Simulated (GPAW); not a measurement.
A self-consistent single point of ZnIr (P-6m2, 2 atoms in the cell) with GPAW.

Method of the run: LDA (Perdew-Wang 92), GPAW PAW datasets LDA (gpaw-data 1.0.1) (plane waves; GPAW).

The change in words: lattice scaled by 0.98. Reference geometry:
```
CELL_PARAMETERS angstrom
      2.77718     0.00000     0.00000
     -1.38859     2.40511     0.00000
      0.00000     0.00000     4.16386
ATOMIC_POSITIONS crystal
  Zn 0.66667 0.33333 0.50000
  Ir 0.00000 0.00000 0.00000
```

Reference input (self-consistent single point, DFT LDA (Perdew-Wang 92), plane waves, GPAW PAW datasets LDA (gpaw-data 1.0.1)): mode = pw; ecut = 800 eV; xc = LDA; kpts = 18 18 11; mesh shift (steps) = 0 0 0; occupations.name = fermi-dirac; occupations.width = 0.1 eV; nbands = -6; convergence.forces = 0.001 eV/Å; symmetry.symmorphic = false; symmetry.tolerance = 0.0005; maxiter = 100. This run's input differs from it in these lines:

```diff
@@ -5,5 +5,5 @@
 atoms = Atoms(['Zn', 'Ir'],
-              cell=[[2.777180, 0.000000, 0.000000],
-                    [-1.388590, 2.405108, 0.000000],
-                    [0.000000, 0.000000, 4.163860]],
+              cell=[[2.721636, 0.000000, 0.000000],
+                    [-1.360818, 2.357006, 0.000000],
+                    [0.000000, 0.000000, 4.080583]],
               scaled_positions=[[0.666667, 0.333333, 0.500000],
```

The program printed (abridged):

```
     iter     time        total  log10-change:
                         energy   eigst   dens  force
iter:   1 --:--:--   -13.596309
iter:   2 --:--:--   -13.584315   -0.50  -1.49
iter:   3 --:--:--   -13.348669   -1.63  -1.51
iter:   4 --:--:--   -13.394787   -1.17  -1.58
iter:   5 --:--:--   -13.245318   -2.30  -1.84
   [... 2 lines left out ...]
iter:   8 --:--:--   -13.226744   -2.74  -2.61
iter:   9 --:--:--   -13.227126   -4.34  -2.69
iter:  10 --:--:--   -13.210651   -2.80  -2.64
iter:  11 --:--:--   -13.210957   -3.67  -3.25
iter:  12 --:--:--   -13.210851c  -5.39  -3.49
iter:  13 --:--:--   -13.210738c  -4.24  -3.54
iter:  14 --:--:--   -13.210690c  -5.28  -3.63
iter:  15 --:--:--   -13.210692c  -6.56  -3.88
iter:  16 --:--:--   -13.210692c  -6.30  -4.01c
iter:  17 --:--:--   -13.210698c  -6.70  -4.34c
iter:  18 --:--:--   -13.210701c  -6.02  -4.32c
iter:  19 --:--:--   -13.210699c  -7.64c -4.47c
iter:  20 --:--:--   -13.210696c  -6.69  -4.50c
iter:  21 --:--:--   -13.210698c  -6.46  -4.66c
iter:  22 --:--:--   -13.210695c  -6.85  -4.64c
iter:  23 --:--:--   -13.210694c  -8.40c -4.92c -16.68c
Converged after 23 iterations.

Dipole moment: (1.825284, -1.053828, -0.000000) |e|*Ang

Energy contributions relative to reference atoms: (reference = -533000.139665)

Kinetic:        +11.639519
Potential:       -7.498409
External:        +0.000000
XC:             -17.011563
Entropy (-ST):   -0.037091
Local:           -0.321696
SIC:             +0.000000
--------------------------
Free energy:    -13.229240
Extrapolated:   -13.210694

Showing only first 2 kpts
 Kpt  Band  Eigenvalues  Occupancy
  0    11      8.47095    2.00000
  0    12     10.52254    1.99949
  0    13     11.29587    1.26135
  0    14     11.29587    1.26135

  1    11      8.48556    2.00000
  1    12     10.17103    1.99998
  1    13     11.28949    1.29083
  1    14     11.28949    1.29083

Fermi level: 11.34938

No gap
No difference between direct/indirect transitions
Energy (eV): -13.210694

Forces in eV/Ang:
  0 Zn    0.00000    0.00000    0.00000
  1 Ir   -0.00000    0.00000    0.00000

Stress tensor:
    -0.026792     0.000000     0.000000
     0.000000    -0.026792     0.000000
     0.000000     0.000000    -0.029328
Stress (GPa, Voigt): [-4.2926 -4.2926 -4.6989  0.      0.      0.    ]
```

The run converged in 23 iterations. GPAW prints stress with tension positive. Against the reference run the free energy falls by 16.5 meV/atom and the pressure goes from -10.04 to 4.43 GPa.

The starting cell comes from a database of computed structures (which also holds hypothetical and non-ambient phases and stackings), without a prior relaxation at this level. For this run, on top of that: lattice scaled by 0.98. Spin polarisation is off. With a pressure of about 4 GPa the cell is away from its equilibrium volume at this level.

Cost on one core of a shared machine: roughly 80 s.
